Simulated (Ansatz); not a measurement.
## fcc Cu (1 1 1) on diamond (1 1 1) (film strained to the substrate, started from cuts of the bulks and a machine-learned relaxation)

A periodic stack without vacuum, fcc Cu (1 1 1) on diamond (1 1 1) (film strained to the substrate, started from cuts of the bulks and a machine-learned relaxation): substrate slab C14, film Cu5, surface cells [[-1, 1], [-1, 0]] and [[0, -1], [1, -1]], film strained by -1.6 and -1.6 %, outermost planes C/C and Cu/Cu as cut, which need not be the usual terminations and can put a slab off its formula.

The start was prepared with a machine-learned potential, and the result is one local minimum, with the in-plane cell held and forces under 0.04 eV/Å; the film can end far from its bulk form.

Method: PBE (plane waves to 420 eV, PAW; Ansatz, a program for electronic structure). Scalar-relativistic, without spin–orbit coupling; the runs are not spin-polarised; PBE gaps are too small against experiment. Its k-point mesh 14×14×1, Fermi–Dirac width 0.05 eV.

- interface area: 5.5 Å²
- period: 25.38 Å
- gaps between the outermost planes at the two interfaces: 2.05 and 2.05 Å
- C–Cu contacts across the interfaces within 1.22 times the sum of covalent radii: 2, mean 2.05 Å
- hole barrier (PBE): 0.16 eV
- electron barrier (PBE): 3.97 eV

```yaml
crystal:
  lattice:
    - [2.52527, -0.00004, 0.04398]
    - [1.26261, 2.18710, 0.02894]
    - [0.75682, -0.83082, 25.39345]
  atoms:
    - { symbol: C, position: [0.97053, 0.17836, 0.05855] }
    - { symbol: C, position: [0.64862, 0.83891, 0.04089] }
    - { symbol: C, position: [0.25056, 0.54031, 0.14114] }
    - { symbol: C, position: [0.93004, 0.20011, 0.12126] }
    - { symbol: C, position: [0.53145, 0.90177, 0.22255] }
    - { symbol: C, position: [0.21112, 0.56149, 0.20232] }
    - { symbol: C, position: [0.81257, 0.26305, 0.30381] }
    - { symbol: C, position: [0.49224, 0.92278, 0.28353] }
    - { symbol: C, position: [0.09368, 0.62417, 0.38502] }
    - { symbol: C, position: [0.77335, 0.28392, 0.36478] }
    - { symbol: C, position: [0.37479, 0.98512, 0.46607] }
    - { symbol: C, position: [0.05427, 0.64503, 0.44619] }
    - { symbol: C, position: [0.65615, 0.34571, 0.54644] }
    - { symbol: C, position: [0.33424, 0.00640, 0.52878] }
    - { symbol: Cu, position: [0.59656, 0.36090, 0.62716] }
    - { symbol: Cu, position: [0.87371, 0.71871, 0.71072] }
    - { symbol: Cu, position: [0.15143, 0.07867, 0.79365] }
    - { symbol: Cu, position: [0.42873, 0.44034, 0.87659] }
    - { symbol: Cu, position: [0.70607, 0.80406, 0.96016] }
```
